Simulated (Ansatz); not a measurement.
Take Si in the diamond structure (space group Fd-3m, No. 227) as the base.

```
CELL_PARAMETERS angstrom
      0.00000     2.72203     2.72203
      2.72203     0.00000     2.72203
      2.72203     2.72203     0.00000
ATOMIC_POSITIONS crystal
  Si 0.50000 0.50000 0.50000
  Si 0.75000 0.75000 0.75000
```

Method: r2SCAN (Ansatz, a first-principles code, PAW, no SOC), earlier PAW set.

Before the change:

Gap between the host's bands: 0.77 eV

Now apply this change: hole doping at 3.0×10^21 cm⁻³ (0.121 per cell), with a uniform compensating background at fixed cell and a 300 K Fermi–Dirac width.

**Question.** Predict the new gap between the host's bands.

**Answer.** The gap between the host's bands goes up by 0.06 eV (0.77 eV → 0.83 eV).

Carriers are added with a uniform compensating background; total energy and stress of such cells depend on the potential's zero and are not compared; many-body gap narrowing is missing at this level. Stability against distortions was not tested.
